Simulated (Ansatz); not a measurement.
A periodic model of amorphous Al28O42Ag:

```xyz
71
Lattice="9.2113 0.0000 0.0000 0.0000 9.2113 0.0000 0.0000 0.0000 9.2113" Properties=species:S:1:pos:R:3 pbc="T T T"
Al     5.1289     2.4695     8.6079
Al     5.4495     6.9716     4.4580
Al     6.0350     7.4196     7.2881
Al     0.9812     8.3141     8.3934
Al     3.2575     7.6977     6.4540
Al     3.2838     6.7501     2.5232
Al     0.4950     2.9360     8.4198
Al     6.3656     6.6627     1.1073
Al     4.9970     1.2088     5.2865
Al     0.6350     5.8923     0.9203
Al     8.0873     5.6128     5.3995
Al     2.5574     2.2589     1.6502
Al     7.2825     0.2858     9.1889
Al     4.6484     4.3411     1.4180
Al     0.4501     8.1282     5.3678
Al     7.1175     3.8316     2.7742
Al     8.2124     7.3758     2.8610
Al     6.4016     3.3670     5.8917
Al     7.5520     1.0606     3.8818
Al     0.1385     1.0931     1.8152
Al     3.4916     5.9294     8.5411
Al     5.1464     0.4805     1.8013
Al     1.7298     4.5321     6.2512
Al     8.0692     0.6553     6.6361
Al     2.8139     1.5132     6.8120
Al     3.8672     4.0540     4.0163
Al     7.3603     4.7167     8.7048
Al     2.6811     0.0608     3.8281
O      4.1606     4.0932     8.9068
O      6.8062     8.9888     7.5443
O      6.4732     3.6199     7.6313
O      5.7563     0.8470     3.5022
O      6.5282     6.4422     5.8326
O      3.7955     8.4760     2.6760
O      2.7897     5.8627     6.8059
O      1.7496     6.7711     8.9962
O      3.9716     1.5492     0.9123
O      4.8040     8.3124     5.5163
O      6.4900     6.8762     3.0299
O      8.5642     1.8158     7.7945
O      6.1384     8.4522     0.9435
O      9.1105     4.5074     9.0924
O      9.1172     8.0937     7.0155
O      4.3714     7.3366     7.8661
O      1.5845     6.4175     2.3417
O      8.3106     6.6803     1.2787
O      8.3373     9.0985     2.7472
O      1.8807     2.9778     7.2818
O      3.1876     1.1919     5.0632
O      1.7162     1.0427     2.7317
O      3.0617     3.8313     2.2515
O      6.7156     6.3390     8.5169
O      8.1551     2.3360     2.7186
O      1.0691     2.2807     0.7318
O      2.3042     9.0945     7.4180
O      4.7863     3.1822     5.3009
O      8.8371     6.8901     4.4318
O      2.1365     7.9709     4.9403
O      6.5982     4.6694     1.1520
O      9.0859     9.1742     0.3422
O      7.3250     4.2218     4.6049
O      4.5321     1.5287     7.2288
O      2.2411     3.9848     4.7144
O      6.8227     1.6160     5.5795
O      8.9071     0.4964     5.0690
O      6.3733     1.7129     0.5019
O      0.0277     4.9275     6.4677
O      4.0967     5.9334     3.9358
O      4.3486     6.1569     1.1491
O      5.3514     3.6742     2.9073
Ag     0.6283     4.3159     3.2008
```

Computed with PBE, scalar-relativistic without spin-orbit coupling (plane waves to 420 eV, PAW; Ansatz, an electronic-structure program). In the spin-polarised cell the level spacing at the Fermi energy can part levels of unlike spin.

It comes from a melt-quench run on a machine-learned potential (CHGNet), relaxed afterwards by DFT. O atoms were pushed apart under 1.9 Å during the dynamics, to hinder bonds among them. The hot cell started wider than the set density and was brought back towards it in steps. It is the lowest in DFT energy of 2 quenches. It is a model cell: composition and starting density were chosen by hand, and all elements were melted together. No dispersion term was used. Its density started from a set value of 3.26 and ended at 3.26 g/cm³. Cooling (nominally 340 K/ps over its main leg) ran many orders faster than in experiment, which tends to leave more defects and strain. A cell of this size samples the disorder only roughly. The volume was held where the preparation left it, at a PBE pressure of 2.6 GPa. Stress components on the final sampling reach 4.8 GPa. On a 2×2×2 Γ-centred mesh force components of up to 0.26 eV/Å stay, since the relaxation ran on the zone centre alone.

Cut-offs for bonds: Al-Al 2.66 Å, Al-O 2.48 Å, Al-Ag 2.93 Å, O-O 1.58 Å, O-Ag 2.53 Å, Ag-Ag 3.19 Å. Two cations that share two anions don't count as bonded, nor two that share one unless they lie closer than Al-Al 2.59 Å, Al-Ag 2.85 Å, Ag-Ag 3.10 Å.

Give the coordination numbers, mean bond lengths and angles.


Mean coordination of Al by anions: 4.54 (15 with 4, 11 with 5, 2 with 6); 2 close contacts or bonds to cations besides
Mean coordination of O: 3.07 (1 with 2, 37 with 3, 4 with 4)
Mean coordination of Ag by anions: 2.00 (1 with 2); 2 close contacts or bonds to cations besides
Mean Al-O bond: 1.850 Å (spread 0.115 Å, 127 counted)
Mean Al-Ag close contact: 2.785 Å (spread 0.013 Å, 2 counted)
Mean O-Ag bond: 2.350 Å (spread 0.114 Å, 2 counted)
Bond angle at Al: mean 107.3°, spread 23.3°
Bond angle at O: mean 115.4°, spread 16.7°
Bond angle at Ag: mean 102.0°, spread 33.5°

List the pairs of like atoms that count as bonded by the rules above.

There are none by these rules.
